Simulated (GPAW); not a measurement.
Worked example: self-consistent single point of Cu3Sn (Fm-3m, 4 atoms in the cell) in GPAW.

Method of the run: PBEsol, GPAW PAW datasets PBEsol (made by gpaw-setup) (plane waves; GPAW).

The change in words: lattice scaled by 0.98. Reference geometry:
```
Cu3Sn
1.0
    0.00000     3.10029     3.10029
    3.10029     0.00000     3.10029
    3.10029     3.10029     0.00000
Cu Sn
3 1
Direct
  0.50000   0.50000   0.50000
  0.75000   0.75000   0.75000
  0.25000   0.25000   0.25000
  0.00000   0.00000   0.00000
```

Reference input (self-consistent single point, DFT PBEsol, plane waves, GPAW PAW datasets PBEsol (made by gpaw-setup)): mode = pw; ecut = 800 eV; xc = PBEsol; kpts = 9 9 9; mesh shift (steps) = 0 0 0; occupations.name = fermi-dirac; occupations.width = 0.1 eV; nbands = -8; convergence.density = 1e-05 e/electron; symmetry.symmorphic = false; symmetry.tolerance = 0.0005; maxiter = 120. This run's input differs from it in these lines:

```diff
@@ -5,8 +5,8 @@
 atoms = Atoms(['Cu', 'Cu', 'Cu', 'Sn'],
-              cell=[[0.000000, 3.100290, 3.100290],
-                    [3.100290, 0.000000, 3.100290],
-                    [3.100290, 3.100290, 0.000000]],
-              positions=[[3.100290, 3.100290, 3.100290],
-                         [4.650435, 4.650435, 4.650435],
-                         [1.550145, 1.550145, 1.550145],
+              cell=[[0.000000, 3.038284, 3.038284],
+                    [3.038284, 0.000000, 3.038284],
+                    [3.038284, 3.038284, 0.000000]],
+              positions=[[3.038284, 3.038284, 3.038284],
+                         [4.557426, 4.557426, 4.557426],
+                         [1.519142, 1.519142, 1.519142],
                          [0.000000, 0.000000, 0.000000]],
```

Output (repeated stretches shortened):

```
     iter     time        total  log10-change:
                         energy   eigst   dens
iter:   1 --:--:--   -20.293460
iter:   2 --:--:--   -19.011491   -1.61  -1.27
iter:   3 --:--:--   -17.427962   -0.58  -1.34
iter:   4 --:--:--   -17.232880   -1.85  -1.79
iter:   5 --:--:--   -17.498343   -1.69  -1.72
iter:   6 --:--:--   -17.288010   -1.17  -1.86
iter:   7 --:--:--   -17.162052   -2.54  -2.01
iter:   8 --:--:--   -17.145314   -3.14  -2.47
iter:   9 --:--:--   -17.144406c  -3.60  -2.86
iter:  10 --:--:--   -17.143767c  -4.03  -3.34
iter:  11 --:--:--   -17.142084c  -3.81  -3.08
iter:  12 --:--:--   -17.142225c  -5.20  -3.31
iter:  13 --:--:--   -17.142161c  -5.22  -3.40
iter:  14 --:--:--   -17.142053c  -5.42  -3.60
iter:  15 --:--:--   -17.142022c  -4.46  -3.69
iter:  16 --:--:--   -17.142034c  -6.04  -3.89
iter:  17 --:--:--   -17.141928c  -5.70  -3.96
iter:  18 --:--:--   -17.141903c  -6.09  -4.26
iter:  19 --:--:--   -17.141901c  -7.47c -4.33
iter:  20 --:--:--   -17.141891c  -6.72  -4.35
iter:  21 --:--:--   -17.141887c  -6.93  -4.36
iter:  22 --:--:--   -17.141887c  -7.64c -4.39
iter:  23 --:--:--   -17.141886c  -7.79c -4.83
iter:  24 --:--:--   -17.141887c  -7.35  -4.95
iter:  25 --:--:--   -17.141887c  -8.69c -5.12c
Converged after 25 iterations.

Dipole moment: (-0.000000, -0.000000, -0.000000) |e|*Ang

Energy contributions relative to reference atoms: (reference = -302889.344816)

Kinetic:        -31.391180
Potential:      +25.999909
External:        +0.000000
XC:             -11.919813
Entropy (-ST):   -0.025058
Local:           +0.181725
SIC:             +0.000000
--------------------------
Free energy:    -17.154416
Extrapolated:   -17.141887

Showing only first 2 kpts
 Kpt  Band  Eigenvalues  Occupancy
  0    21     10.89358    0.00000
  0    22     11.53884    0.00000
  0    23     11.53884    0.00000
  0    24     11.53884    0.00000

  1    21      9.99440    0.00112
  1    22     10.42149    0.00002
  1    23     10.42149    0.00002
  1    24     11.76500    0.00000

Fermi level: 9.24542

No gap
No difference between direct/indirect transitions
Energy (eV): -17.141887

Forces in eV/Ang:
  0 Cu    0.00000    0.00000    0.00000
  1 Cu   -0.00000   -0.00000    0.00000
  2 Cu   -0.00000   -0.00000   -0.00000
  3 Sn    0.00000    0.00000    0.00000

Stress tensor:
     0.007305     0.000000     0.000000
     0.000000     0.007305    -0.000000
     0.000000    -0.000000     0.007305
Stress (GPa, Voigt): [ 1.1704  1.1704  1.1704 -0.      0.      0.    ]
```

The run converged in 25 iterations. GPAW prints stress with tension positive. Against the reference run the free energy falls by 21.8 meV/atom and the pressure goes from -7.58 to -1.17 GPa.

The starting cell comes from a database of computed structures (which also holds hypothetical and non-ambient phases and stackings), without a prior relaxation at this level. Its lattice was rescaled by a random factor within 2.5 % of one. For this run, on top of that: lattice scaled by 0.98. Spin polarisation is off.

Cost on one core of a shared machine: roughly 4 min.
